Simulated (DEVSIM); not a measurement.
Structure: CdS/CdTe n-p heterojunction, at 300 K.

```csv
layer (left to right),material,thickness (μm),Nd (cm⁻³),Na (cm⁻³),τn (s),τp (s)
1,CdS,0.0550,2.2e17,-,1.5e-9,1.5e-9
2,CdTe,0.210,-,1.6e17,1.5e-9,1.5e-9
```

Left contact: ohmic. Right contact: ohmic. Voltage is applied to the left contact. Recombination: SRH at mid-gap, radiative. Mobility is μmin + (μ − μmin)/(1 + (N/Nref)^α).

The device is made up for the run: typed textbook-type constants, with dimensions and the other settings drawn at random. Values at 300 K; Nc and Nv go as T^1.5, mobilities as T to minus their exponent, the gap by Varshni's rule with the affinity fixed. The table also holds parameters that only a changed run uses.

```csv
parameter,CdS,CdTe
gap (eV),2.4,1.5
affinity (eV),4.3,4.28
permittivity,9,10.2
Nc (cm⁻³),2.2e18,8e17
Nv (cm⁻³),1.8e19,1.8e19
μn (cm²/Vs),300,1000
μp (cm²/Vs),25,80
"μn,min",30,100
"μp,min",3,10
"Nref,n",1e17,1e17
"Nref,p",1e17,1e17
αn,0.6,0.6
αp,0.6,0.6
T exponent of μn,1.5,1.7
T exponent of μp,1.5,1.5
B (cm³/s),1e-10,1e-10
Cn (cm⁶/s),1e-30,1e-30
Cp (cm⁶/s),1e-30,1e-30
Varshni α (eV/K),0.00039,0.00031
Varshni β (K),103,108
```

Simulated with DEVSIM: 1D drift-diffusion, Boltzmann statistics, complete ionisation; no tunnelling, impact ionisation, image-force lowering or self-heating. Band offsets follow the typed affinities; no thermionic-emission limit at abrupt steps, no polarisation charge.

Base results: potential step across the device at zero bias (V) 1.298; dark forward voltage at 1 A/cm² (V) 1.083; dark forward voltage at 100 A/cm² (V) 1.204; largest field in the device at zero bias (V/cm) 220000.

### Question
What follows from this one change: doping Nd of layer 1 2.2e+17 → 6.6e+15 cm^-3?

### Answer
potential step across the device at zero bias 1.298 → 1.208 V; dark forward voltage at 1 A/cm² little changed (1.086 V); dark forward voltage at 100 A/cm² 1.204 → 1.208 V; largest field in the device at zero bias 220000 → 160000 V/cm.

### Question
What follows from this one change: doping Na of layer 2 1.6e+17 → 1.6e+18 cm^-3?

### Answer
potential step across the device at zero bias 1.298 → 1.358 V; dark forward voltage at 1 A/cm² 1.083 → 1.164 V; dark forward voltage at 100 A/cm² 1.204 → 1.283 V; largest field in the device at zero bias 220000 → 330000 V/cm.

### Question
What follows from this one change: temperature 300 → 350 K?

### Answer
potential step across the device at zero bias 1.298 → 1.240 V; dark forward voltage at 1 A/cm² 1.083 → 0.986 V; dark forward voltage at 100 A/cm² 1.204 → 1.129 V; largest field in the device at zero bias little changed (220000 V/cm).

### Question
What follows from this one change: constant mobility in place of the doping-dependent one?

### Answer
potential step across the device at zero bias little changed (1.298 V); dark forward voltage at 1 A/cm² 1.083 → 1.064 V; dark forward voltage at 100 A/cm² 1.204 → 1.185 V; largest field in the device at zero bias little changed (220000 V/cm).
